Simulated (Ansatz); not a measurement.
Li on the 1x1 (110) surface of bcc Mo, one in a 2x2 cell, energies for each (28.3 Å²). Energies are against an atom of bcc Li, without zero-point or thermal terms; each row is named by its start.

The numbers are results of PBE (plane waves to 420 eV, PAW; Ansatz, a first-principles code), not measurements.

Set-up: 17 atoms, 6.5 Å thick at the start under the adsorbate (thin: gaps and levels are the slab's own); mesh 6x6x1; 0.1 eV smearing; dipole correction on; 8 atoms held, the rest relaxed; each run with such symmetry as its start has; no spin, no spin-orbit, no U, no dispersion correction.

A negative adsorption energy means that the adsorbate is more stable on the surface than in its reference. Starts that drift may end in the same place. Heights count from the host atoms within 0.3 Å of the top one.

```
starting site              E_ads (eV)  height (Å)  nearest host atom (Å)  bonded to  Δ work function (eV)  lateral drift (Å)
-------------------------  ----------  ----------  ---------------------  ---------  --------------------  -----------------
top Mo                          -0.42        2.46                Mo 2.56         Mo                 -2.42                0.0
hollow Mo-Mo-Mo                 -0.63        2.29                Mo 2.82       4 Mo                 -2.09                0.5
bridge Mo-Mo (span 2.7 Å)       -0.52        2.37                Mo 2.78       2 Mo                 -2.25                0.0
bridge Mo-Mo (span 3.2 Å)       -0.63        2.28                Mo 2.81       4 Mo                 -2.07                0.0
```
